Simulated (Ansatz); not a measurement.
TiSb (P6_3/mmc), PBEsol, DFPT electron-phonon coupling, linearised Boltzmann equation (Ansatz, a first-principles code): phonon-limited resistivity 100 μΩ·cm at 300 K along y (a = (3.98, 0.00, 0.00) Å; b = (-1.99, 3.45, 0.00) Å; c = (0.00, 0.00, 6.20) Å), 132 μΩ·cm at 400 K, current-weighted mean free path 3.3 nm, Drude plasma energy 2.03 eV.

Problem. What is the classical skin depth at 100 GHz (nonmagnetic, μ₀ = 1.257×10⁻⁶ H/m)?

Solution. δ = √(ρ/(π f μ₀)) = 1590 nm.

Problem. What temperature coefficient of resistance follows, and how does it compare with 1/T?

Solution. (ρ₄₀₀ − ρ₃₀₀)/(100 K × ρ₃₀₀) = 3.20×10⁻³ K⁻¹, against 1/T = 3.33×10⁻³ K⁻¹ for a resistivity proportional to T. Impurities would add a constant and lower it.

Problem. Estimate the resistivity of a 80 nm square wire with diffuse walls from ρ ≈ ρ₀(1 + 3ℓ/4d).

Solution. 1 + 0.75 × 3.3/80 = 1.03, so ρ ≈ 103 μΩ·cm and a line 1 μm long has 161 Ω. The formula is the free-electron limit for d well above ℓ; grain boundaries add to it.

A metal at this level (no band gap). Only scattering by harmonic phonons is included (no impurities, grain boundaries, electron-electron scattering or thermal expansion). Spin-orbit coupling is left out. Values near or above 100 μΩ·cm, or paths under about 2 nm, lie near resistivity saturation, where the Boltzmann equation overshoots. Halving the electron mesh (24x24x16) moves the resistivity by up to 1 % at 300 K, the mean free path by up to 5 %. Smearing 0.20 eV; phonons on a 4x4x3 q mesh, which this run doesn't test.

Formula and space group known from diffraction (Crystallography Open Database), not checked to be the room-temperature form: TiSb (P6_3/mmc).
